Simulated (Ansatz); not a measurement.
Ansatz (an electronic-structure program) run on Fe₃Si (Fm-3m, 4 atoms in the cell): relaxation of cell and atoms.

Method: PBEsol, default PAW files made with PBE (plane waves; Ansatz).

The change in words: atoms on their sites; basis.ecutwfc: 30.9 Ry → 61.7 Ry; relax: default → cell and atoms. Reference geometry:
```
Fe3Si
1.0
    0.00000     2.79963     2.79963
    2.79963     0.00000     2.79963
    2.79963     2.79963     0.00000
Fe Si
3 1
Cartesian
  4.19944   4.19944   4.19944
  1.39981   1.39981   1.39981
  2.79963   2.79963   2.84963
  0.00000   0.00000   0.00000
```
Moments meant for the start (each program seeds them in its own way; μB, in the order of the atoms Fe Fe Fe Si): 4.0 4.0 4.0 0.0.

Reference input (self-consistent single point, DFT, PBEsol, plane waves, default PAW files made with PBE): basis.ecutwfc = 30.9 Ry; kpoints.mp_grid.grid = 6 6 6; hamiltonian.xc = pbesol; hamiltonian.pseudopotentials = {kind: paw} (the program's default PAW files); magnetization.spin_polarized = true; scf.occupations.method = gaussian; scf.occupations.width = 0.0073 Ry. This run's input differs from it in these lines:

Ansatz 0.2 input:
```diff
@@ -9,6 +9,6 @@
     - { symbol: Fe, position_ang: [1.39981350, 1.39981350, 1.39981350], spin: 4.0 }
-    - { symbol: Fe, position_ang: [2.79962700, 2.79962700, 2.84962834], spin: 4.0 }
+    - { symbol: Fe, position_ang: [2.79962700, 2.79962700, 2.79962700], spin: 4.0 }
     - { symbol: Si, position_ang: [0.00000000, 0.00000000, 0.00000000] }
 basis:
-  ecutwfc: 30.9 Ry
+  ecutwfc: 61.7 Ry
 kpoints:
@@ -22,2 +22,4 @@
   occupations: { method: gaussian, width: 0.0073 Ry }
+relax:
+  cell: {}
 output:
```

Output, abridged:

```
   [... SCF lines of the steps left out ...]
relax step   1: F+E_penalty+E_count = -13969.56143291 eV  Δ(F+E_penalty+E_count) = +0.000e0 eV  max|allowed force component| = 1.388e-17 eV/Å  Δτ_max = 0.0000 Å  P = -8.130 GPa  Ω = 43.886 Å³  (14 SCF iters, dr2 threshold 1.00e-7 eV, accepted)
relax step   2: F+E_penalty+E_count = -13969.59612459 eV  Δ(F+E_penalty+E_count) = -3.469e-2 eV  max|allowed force component| = 6.014e-17 eV/Å  Δτ_max = 0.0000 Å  P = -3.624 GPa  Ω = 42.948 Å³  energy of the carried Pulay correction = +1.505e-5 eV  [...]
   [... lines left out ...]
relax step   4: F+E_penalty+E_count = -13969.60409854 eV  Δ(F+E_penalty+E_count) = -1.409e-5 eV  max|allowed force component| = 1.596e-16 eV/Å  Δτ_max = 0.0000 Å  P = -0.002 GPa  Ω = 42.251 Å³  energy of the carried Pulay correction = +2.643e-5 eV  [...]
relax step   5: F+E_penalty+E_count = -13969.60406822 eV  Δ(F+E_penalty+E_count) = +3.032e-5 eV  max|allowed force component| = 1.226e-16 eV/Å  Δτ_max = 0.0000 Å  P = -0.001 GPa  Ω = 42.251 Å³  stress off target by 1.43e-3 GPa  SCF on the basis [...]
basis re-selected at this cell: Δ(F+E_penalty+E_count) = +3.032e-5 eV, ΔP = +0.001 GPa vs the last step
the relaxation is at rest under the 48 symmetry operations that the run kept from its start: a minimum is not shown …
the relaxation's final electronic state is not compared with the one that a single-point calculation of its input finds at the relaxed geometry …
   [... lines left out ...]
Absolute magnetization: 5.0729 μB (∫|ρ↑−ρ↓|, with the PAW one-centre terms)
Free energy (F): -13969.604068 eV
Fermi energy:    18.941170 eV
  cell:  # Å, volume = 42.2508 Å³
   [... lines left out ...]
    - [2.76440576823369, 2.76440576823369, 5.095372032895589e-35]
  atoms:
    - { symbol: Fe, position: [0.75, 0.75, 0.75] }
    - { symbol: Fe, position: [0.24999999999999994, 0.24999999999999994, 0.24999999999999994] }
    - { symbol: Fe, position: [0.4999999999999999, 0.4999999999999999, 0.4999999999999999] }
    - { symbol: Si, position: [5.99022158013596e-35, -3.616526299783019e-35, -8.198206057898225e-35] }
```

The run converged. 

Summary of the result:
Free energy E − TS (on the zero of these files): -13969.6041 eV
Fermi level (on the code's own zero): 18.94 eV
Pressure: 0.00 GPa
Size of the cell's spin moment: 4.74 μB
Final cell: a = 3.9095 Å, b = 3.9095 Å, c = 3.9095 Å, α = 60.00°, β = 60.00°, γ = 60.00°
Final volume per atom: 10.56 Å³
Relaxation steps: 5

The starting cell comes from a database of computed structures (which also holds hypothetical and non-ambient phases and stackings), without a prior relaxation at this level. Its lattice was rescaled by up to half a per cent. The magnetic order is the one reached from the typed start; others were not searched systematically. The relaxation keeps the symmetry of its start, so its end need not be a minimum. Ansatz's pressure includes its estimate of the finite-basis (Pulay) stress.

Cost on one core of a shared machine: roughly 60 s.
